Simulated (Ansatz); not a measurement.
# A computed series for HgTe: pressure series

The parent structure is HgTe in the zinc blende structure (space group F-43m, No. 216; a = 6.573 Å).

Cell and atoms are relaxed at each pressure.

The values are results of r2SCAN (Ansatz, a quantum-chemistry and plane-wave program), spin-orbit coupling left out, earlier PAW set, not measurements.

Notes on the quantities. enthalpy: H = E + PV relative to the base's energy.

| change | lattice parameter a | enthalpy |
|---|---|---|
| base | 657.3 pm | – |
| pressure −2 GPa | 670.2 pm | -0.46 eV/atom |
| pressure −1 GPa | (withheld) | -0.22 eV/atom |
| pressure 0.9 GPa | 652.7 pm | +0.20 eV/atom |
| pressure 2.1 GPa | 647.2 pm | +0.45 eV/atom |
| pressure 4.5 GPa | 638.0 pm | +0.95 eV/atom |
| pressure 9 GPa | 624.7 pm | +1.83 eV/atom |
| pressure 22.5 GPa | 599.1 pm | +4.23 eV/atom |
| pressure 30 GPa | 589.4 pm | +5.46 eV/atom |

Question: Complete the table.

Answer: 
- pressure −1 GPa, lattice parameter a: 663.3 pm

Load acts through the strain it causes; cell and atoms are relaxed under it. Stability against distortions was not tested. Tetrahedral semiconductors of this kind turn to denser phases somewhere between about 1 and 50 GPa; those were not computed, so compressed cells here can lie past the real transition. All final runs are without spin polarisation.
